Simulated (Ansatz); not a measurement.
The starting structures come from a database of crystals and need not be the phases stable at ambient conditions.

Input:

```yaml
crystal:
  lattice:
    - [6.95080, 0.00000, 0.00000]
    - [-3.47540, 7.93286, 0.00000]
    - [0.00000, -3.34690, 6.47296]
  atoms:
    - { symbol: K, position: [0.85947, 0.71894, 0.54297] }
    - { symbol: K, position: [0.14053, 0.28106, 0.45703] }
    - { symbol: K, position: [0.64053, 0.28106, 0.82403] }
    - { symbol: K, position: [0.35947, 0.71894, 0.17597] }
    - { symbol: Zn, position: [0.25000, 0.00000, 0.00000] }
    - { symbol: Zn, position: [0.75000, 0.00000, 0.00000] }
    - { symbol: Te, position: [0.60691, 0.21382, 0.30087] }
    - { symbol: Te, position: [0.39309, 0.78618, 0.69913] }
    - { symbol: Te, position: [0.89309, 0.78618, 0.08705] }
    - { symbol: Te, position: [0.10691, 0.21382, 0.91295] }
```

Space group of this cell: Ibam. The cell is taken as given; by PBEsol its mean pressure is -0.7 GPa.

Transport runs along the normal of the first two printed cell vectors.

The gap is the functional's own. No spin-orbit coupling. Mid-gap values are interpolated on the energy grid.

Problem. State the band gap and the smallest decay constant κ at mid-gap according to PBEsol run with Ansatz (an electronic-structure program).

Solution. Gap 2.03 eV on a 6×6×6 mesh; κ = 0.173 1/Å, at the zone centre.
